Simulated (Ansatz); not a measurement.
Si (start mp-92), treated with HSE06 (plane waves, PAW; Ansatz, a first-principles code).

Run with plane-wave cutoff 520 eV, 12×12×12 k mesh, Fermi–Dirac smearing 0.03 eV, scalar-relativistic PAW data made under PBE.

Starting structure:

```
CELL_PARAMETERS angstrom
     -2.37137     2.37137     1.32926
      2.37137    -2.37137     1.32926
      2.37137     2.37137    -1.32926
ATOMIC_POSITIONS crystal
  Si 0.25000 0.75000 0.50000
  Si 0.50000 0.50000 0.00000
```

### Question
Into what structure does the relaxation of cell and atoms lead at this level, with the symmetry of the start kept?

### Answer
The volume rises by 1.0 %; final space group I4_1/amd.
```
CELL_PARAMETERS angstrom
     -2.39485     2.39485     1.31574
      2.39485    -2.39485     1.31574
      2.39485     2.39485    -1.31574
ATOMIC_POSITIONS crystal
  Si 0.25000 0.75000 0.50000
  Si 0.50000 0.50000 0.00000
```

Note: the relaxation could not lower the start's symmetry, so the cell can be a saddle point above a distorted one.

A start named mp-… is a Materials Project structure, which need not be a measured phase.
